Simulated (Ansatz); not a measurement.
The starting structures come from a database of crystals and need not be the phases stable at ambient conditions.

Data:

```xyz
10
Lattice="5.7697 0.0000 0.0000 0.0000 8.3686 0.0000 2.8848 4.1843 2.8848" Properties=species:S:1:pos:R:3 pbc="T T T"
Sr     5.7697    10.4607     2.8848
Sr     2.8848     2.0921     0.0000
Zr     0.0000     0.0000     0.0000
Zr     0.0000     4.1843     0.0000
O      1.7784     4.1843     1.1064
O      6.8761     8.3686     1.7784
O      4.6632     4.1843     1.7784
O      3.9913     8.3686     1.1064
O      0.0000     6.2764     0.0000
O      2.8848     6.2764     2.8848
```

Space group of this cell: I4/mcm. The cell is taken as given; by PBEsol its mean pressure is -2.5 GPa.

Transport runs along the normal of the first two printed cell vectors, the (100) plane of the conventional cell.

The gap is the functional's own. No spin-orbit coupling. Mid-gap values are interpolated on the energy grid.

### Question
Compute, with PBEsol (Ansatz, a first-principles code), the band gap and the smallest decay constant κ at mid-gap.

### Answer
Gap 3.64 eV on a 10×10×10 mesh; κ = 0.304 1/Å, at the zone centre.
